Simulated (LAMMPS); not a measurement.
System: a melt made from Pd (fcc) with 75 % of Pd sites Pt, 4000 atoms, at 2290 K and 0 GPa, brought to that temperature within a few picoseconds.

Model: classical MD, pair style eam, the elements' _u3.eam files (universal-3 set of Foiles, Baskes and Daw) (LAMMPS).

Task: What does the simulation give for the state found, the first peak of g(r), Pd-Pd, the most common Pt-Pt-Pt angle?

Result: state found: liquid; first peak of g(r), Pd-Pd: 2.72 Å, height 2.4; most common Pt-Pt-Pt angle: at the 3° bin centred on 55.5°, after smoothing over three bins (mean of all 95°).

Caution: a run this short can hold a crystal over, or a liquid under, the potential's own melting point, which these runs don't give.
